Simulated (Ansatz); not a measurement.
## GaN: response to strain

The reference is GaN in the zinc blende structure (space group F-43m, No. 216).

```
CELL_PARAMETERS angstrom
      0.00000     2.24895     2.24895
      2.24895     0.00000     2.24895
      2.24895     2.24895     0.00000
ATOMIC_POSITIONS crystal
  Ga 0.00000 0.00000 0.00000
  N  0.25000 0.25000 0.25000
```

Cartesian axes are those of the cell as printed.

Strains are applied to the cell and any free atomic positions relax; under biaxial strain the out-of-plane vector relaxes too.

Method: plane-wave PAW DFT at the r2SCAN level (Ansatz, a first-principles code, 500 eV), scalar-relativistic without spin-orbit coupling.

Candidates:
(a) biaxial strain +2.00 %, plane normal [001], relaxed out of plane
(b) biaxial strain +3.00 %, plane normal [001], relaxed out of plane
(c) biaxial strain +2.50 %, plane normal [001], relaxed out of plane
(d) biaxial strain +1.50 %, plane normal [001], relaxed out of plane

Before the change:

```
Item        Value
--------  -------
Band gap  2.17 eV
```

Task: Order them by band gap, highest first.

Result: (d) biaxial strain +1.50 %, plane normal [001], relaxed out of plane (1.98 eV), (a) biaxial strain +2.00 %, plane normal [001], relaxed out of plane (1.93 eV), (c) biaxial strain +2.50 %, plane normal [001], relaxed out of plane (1.87 eV), (b) biaxial strain +3.00 %, plane normal [001], relaxed out of plane (1.82 eV)

No phonon test of stability was made. This is not the structure that GaN has at room temperature and ambient pressure.
